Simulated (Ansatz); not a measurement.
The parent structure is TaSi$_{2}$ (space group P6_222, No. 180; a = 4.803 Å, c = 6.603 Å). Axes: x lies along a and z along c of the hexagonal cell.

All numbers come from PBE (Ansatz, an electronic-structure program), spin-orbit coupling left out.

Base values:

The pressure comes out as 0.0 GPa and the shortest interatomic distance is 4.853 bohr.

The change: the cell is stretched by 3.12 % along z with no lateral relaxation, atoms relaxed at fixed cell.

Question: Estimate the effect on the energy relative to the base, pressure and shortest interatomic distance.

Answer: The energy rises by 19 meV/atom; the pressure (mean of the normal stresses, compression positive) goes from zero to -5.8 GPa; the shortest interatomic distance rises by 0.118 bohr to 4.971 bohr.

Without a gap, meshes like the base's 11×11×7 leave anisotropic stresses uncertain by several tenths of a GPa, and small strain energies with them. The cells carry an imposed strain or load. Stability against distortions was not tested. All final runs are without spin polarisation. An odd electron count without spin: TaSi2.
